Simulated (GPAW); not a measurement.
Equation of state of diamond-structure Sn (space group 227): energy against volume (GPAW, PBEsol)

```yaml
crystal:
  lattice:
    - [0.00000, 3.15030, 3.15030]
    - [3.15030, 0.00000, 3.15030]
    - [3.15030, 3.15030, 0.00000]
  atoms:
    - { symbol: Sn, position: [0.50000, 0.50000, 0.50000] }
    - { symbol: Sn, position: [0.75000, 0.75000, 0.75000] }
```

Method of the run: PBEsol, GPAW PAW datasets PBEsol (made by gpaw-setup) (plane waves; GPAW 25.7.0). Settings: mode = pw; ecut = 585 eV; xc = PBEsol; kpts = 9 9 9; mesh shift (steps) = 0 0 0; occupations.name = fermi-dirac; occupations.width = 0.01 eV; nbands = -4; convergence.bands = -2; symmetry.symmorphic = false; symmetry.tolerance = 0.0005; maxiter = 120. The cell above is the first row's. The rows scale it uniformly. In all rows fractional positions and the k mesh are held. E is the free energy at the stated smearing, counted from the lowest row.

```
V (Å^3/atom)  E (meV/atom)
------------  ------------
31.265               56.59
31.944               35.18
32.624               19.38
33.304                8.58
33.983                2.28
34.663                0.00
35.343                1.29
36.022                5.68
36.702                   ?
```

Fit E against V with the third-order Birch-Murnaghan form, a cubic in V^(-2/3), and predict the withheld value at V = 36.702.

With u = V^(-2/3) - 0.0961, the rows have u = 0.0046614, 0.0032285, 0.0018434, 0.0005056, -0.0007855, -0.0020362, -0.0032466, -0.0044171. Least squares gives E = 5.649 + 5204.2·u + 1203729·u² + 5254374·u³. Residuals (row less fit): -0.005, 0.006, 0.014, -0.009, -0.021, 0.001, 0.029, -0.014; standard error 0.021 (degrees of freedom: 4). Its minimum lies at u = -0.0021932, so V0 = (0.0939068)^(-3/2) = 34.75. There d²E/du² = 2338000 and d³E/du³ = 3.153e7, so B0 = (4/9) × 34.75^(-7/3) × 2338000 × 0.160218 = 42.3 GPa (the last factor turns the table's units into GPa), and B0' = 4 + (2/3) × 0.0939068 × (3.153e7)/2338000 = 4.8. The program's pressures in the fitted runs (not shown) pass through zero at V = 34.72, 0.09 % from this V0. At the withheld row, u = -0.0055531, so E = 5.649 + 5204.2 × (-0.0055531) + 1203729 × (-0.0055531)² + 5254374 × (-0.0055531)³ = 12.969 meV/atom. The calculation gives 12.75 meV/atom, 0.219 meV/atom below the prediction (0.4 % of the range of E in the table). The row lies outside the fitted rows, so this is an extrapolation. From the scatter of the fitted rows alone, a prediction at this place has a standard error of 0.052 meV/atom, so the miss is 4.2 times that.

Carrying the step between the two nearest rows on in a straight line would have given 10.08, off by 2.67; series whose last step already gives the withheld value aren't shown. The scan was laid around a cell of about the measured size, scaled by a guess for this functional. This is grey tin, the low-temperature phase. The runs keep the symmetry of the cell, so they don't test it for distortions. Cutoffs and mesh are single choices, not tested for convergence of this quantity. Series with a scatter that would blur these digits, or in which a gap closes, are not shown. Nor are scans whose minimum lies at an end fitted in this form.

Terms beyond the fitted order, or numerical noise in single rows, can give a miss of this size; the table doesn't tell which.
